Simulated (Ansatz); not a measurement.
## CsCl-type NiAl

Method: PBEsol (plane waves, PAW; Ansatz, an electronic-structure program).

Numerical settings: plane-wave cutoff 500 eV, 20×14×1 k mesh (along the axes of the cell as run), Fermi–Dirac smearing 0.1 eV, scalar-relativistic PAW data made under PBE.

Cell: relaxed at this level.

- surface energy of the (110) face: 1.81 J/m²
- work function of the (110) face: 4.83 eV

The slab of 12 atoms is relaxed and unreconstructed.

The computed numbers hold no vibrational or temperature effects.

Computing time: about 18 core-minutes (a rough figure).
